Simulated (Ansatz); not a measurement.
## Step by step: energy of configuration A over configuration B

This concerns the energy of configuration A over configuration B. The value is E(A) − E(B).

A: a slab of Rh (fcc, Fm-3m) cut along (111), 22 atoms, hexagonal cell of 5.42 Å (25.4 Å²), symmetry Cm, 10.1 Å thick under 16 Å of vacuum, in-plane vectors held at the crystal's; planes from bottom to top: Rh4 × 5 | CO, its two faces unlike (dipole correction applied); added, foreign or displaced atoms, above the top plane: C bound to 3 Rh at 1.83–1.94 Å; O bound to 3 Rh at 1.95–2.02 Å; spin state with PBE: run without spin.

B: a slab of Rh (fcc, Fm-3m) cut along (111), 22 atoms, hexagonal cell of 5.42 Å (25.4 Å²), symmetry P3m1, 11.9 Å thick under 16 Å of vacuum, in-plane vectors held at the crystal's; planes from bottom to top: Rh4 × 5 | C | O, its two faces unlike (dipole correction applied); added, foreign or displaced atoms, above the top plane: CO bound through C to 1 Rh at 1.83 Å; spin state with PBE: run without spin.

Setting: static, neutral cells in Ansatz (PAW) whose structures rest at the PBE level. Ansatz (an electronic-structure program) runs with its PAW set soft_1. Other levels take these structures. The lattices are those relaxed with PBE, so at other levels the solids can be strained, which adds to the spread. Larger cells are relaxed from a start prepared with the learned potential CHGNet till forces fall under 0.03 eV/Å, which some starts already meet. A dispersion term (D3(BJ), or D4 for r2SCAN) was computed beside these levels and is taken off wherever the name lacks it. The d electrons get no Hubbard U. Cell A has symmetry Cm and got no random move, so less symmetric positions, which may lie lower, weren't tried. Cell B has symmetry P3m1 and got no random move, so less symmetric positions, which may lie lower, weren't tried.

Total energies of the cells in eV, at zero smearing width. They compare only within one column; the weights balance every element.

```tsv
cell	atoms	weight	r2SCAN	r2SCAN+D4
A: Rh(111) slab with C + O	22	+1	-129117.49416	-129122.12447
B: Rh(111) slab with CO	22	−1	-129119.39452	-129123.96198
```

r2SCAN: (-129117.49416) − (-129119.39452) = 1.900 eV.

r2SCAN+D4: (-129122.12447) − (-129123.96198) = 1.838 eV.
